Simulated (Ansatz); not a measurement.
Results of LDA in Ansatz (PAW) for cubic perovskite SrMnO3 (metastable phase).

Run with plane-wave cutoff 500 eV, 10×10×10 k mesh, Fermi–Dirac smearing 0.05 eV, ferromagnetic start, spin-polarised with parallel moments, scalar-relativistic PAW data made under PBE.

Computed at the level's own relaxed cell.

**Question.** Estimate the equilibrium volume per atom and lattice constant a that the calculation returns.

**Answer.** 
- equilibrium volume per atom: 10.47 Å³/atom
- lattice constant a: 3.741 Å

Note: the magnetic order was assumed, not searched for or taken from measurement; the relaxation could not lower the start's symmetry, so the cell can be a saddle point above a distorted one; the volume lies 5 % below that of the published cell.

Static lattice: no zero-point or thermal effects.

Ansatz is a quantum-chemistry and plane-wave program.
